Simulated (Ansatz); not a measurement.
The parent structure is SnSe2 in the 2H-MoS2 type structure (space group P6_3/mmc, No. 194; a = 3.796 Å, c = 12.025 Å; a hypothetical phase, not in the database extracts checked; layered, stacked along the Cartesian z axis). Axes: x lies along a and z along c of the hexagonal cell.

Method: Ansatz (a first-principles code) r2SCAN+rVV10, spin-orbit coupling left out.

For the base:

| Property | Result |
|---|---|
| Shortest interatomic distance | 5.252 bohr |

The change: uniaxial stress, 5 GPa compression along x; all other stress components relax to zero.

**Question.** What happens to the energy relative to the base?

**Answer.** The energy grows by 16 meV/atom.

**Question.** Estimate the effect on the shortest interatomic distance.

**Answer.** The shortest interatomic distance shrinks by 0.071 bohr to 5.181 bohr.

Without a gap, meshes like the base's 14×14×4 leave anisotropic stresses uncertain by several tenths of a GPa, and small strain energies with them. Load acts through the strain it causes; cell and atoms are relaxed under it. Beyond what the load breaks, stability against distortions was not tested. The final runs are not spin-polarised.
